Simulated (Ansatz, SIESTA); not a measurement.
An Ansatz (a program for electronic structure) input for a self-consistent single point of SiRu (P2_13, 8 atoms in the cell) (DFT, PBE, plane waves, default PAW files):

Ansatz 0.2 input:
```yaml
crystal:
  lattice:
    - [4.798534, 0.000000, 0.000000]
    - [0.000000, 4.798534, 0.000000]
    - [0.000000, 0.000000, 4.798534]
  atoms:
    - { symbol: Si, position: [0.162420, 0.337580, 0.662420] }
    - { symbol: Si, position: [0.337580, 0.662420, 0.162420] }
    - { symbol: Si, position: [0.662420, 0.162420, 0.337580] }
    - { symbol: Si, position: [0.837580, 0.837580, 0.837580] }
    - { symbol: Ru, position: [0.870590, 0.629410, 0.370590] }
    - { symbol: Ru, position: [0.629410, 0.370590, 0.870590] }
    - { symbol: Ru, position: [0.370590, 0.870590, 0.629410] }
    - { symbol: Ru, position: [0.129410, 0.129410, 0.129410] }
kpoints:
  mp_grid: { grid: [6, 6, 6] }
hamiltonian:
  xc: pbe
  pseudopotentials: { kind: paw }
scf:
  occupations: { method: fermi_dirac, width: 0.02 }
output:
  forces: true
  eigenvalues: true
  stress: true
```

**Question.** Translate this input to SIESTA.

**Answer.** This is the input that was run; spellings and numerical settings could be chosen otherwise.

```
# files in the folder: Si.psml Ru.psml (PseudoDojo PBE standard)
SystemName  SiRu
SystemLabel siesta

NumberOfAtoms                8
NumberOfSpecies              2
%block ChemicalSpeciesLabel
  1 14 Si
  2 44 Ru
%endblock ChemicalSpeciesLabel
LatticeConstant              1.0 Ang
%block LatticeVectors
     4.798534000    0.000000000    0.000000000
     0.000000000    4.798534000    0.000000000
     0.000000000    0.000000000    4.798534000
%endblock LatticeVectors
AtomicCoordinatesFormat      Ang
%block AtomicCoordinatesAndAtomicSpecies
     0.779377892    1.619889108    3.178644892  1
     1.619889108    3.178644892    0.779377892  1
     3.178644892    0.779377892    1.619889108  1
     4.019156108    4.019156108    4.019156108  1
     4.177555715    3.020245285    1.778288715  2
     3.020245285    1.778288715    4.177555715  2
     1.778288715    4.177555715    3.020245285  2
     0.620978285    0.620978285    0.620978285  2
%endblock AtomicCoordinatesAndAtomicSpecies

XC.functional                GGA
XC.authors                   PBE
PAO.BasisSize                DZP
PAO.EnergyShift              0.005 Ry
MeshCutoff                   400 Ry
%block kgrid.MonkhorstPack
    6   0   0  0.0
    0   6   0  0.0
    0   0   6  0.0
%endblock kgrid.MonkhorstPack
OccupationFunction           FD
ElectronicTemperature        0.02 eV

MaxSCFIterations             150
SCF.Mixer.Method             Pulay
SCF.Mixer.Weight             0.1
SCF.Mixer.History            8
SCF.DM.Tolerance             1.0E-04
Diag.ParallelOverK           true
WriteForces                  true
Charge.Mulliken              end
```

Basis settings and potentials, where a program has them, do not carry over. This input uses DFT, GGA PBE, numerical atomic orbitals DZP, PseudoDojo PBE standard norm-conserving potentials (rewritten from UPF to PSML).

The starting cell comes from a database of computed structures (which also holds hypothetical and non-ambient phases and stackings), without a prior relaxation at this level. Its lattice was rescaled by a random factor within 2.5 % of one.
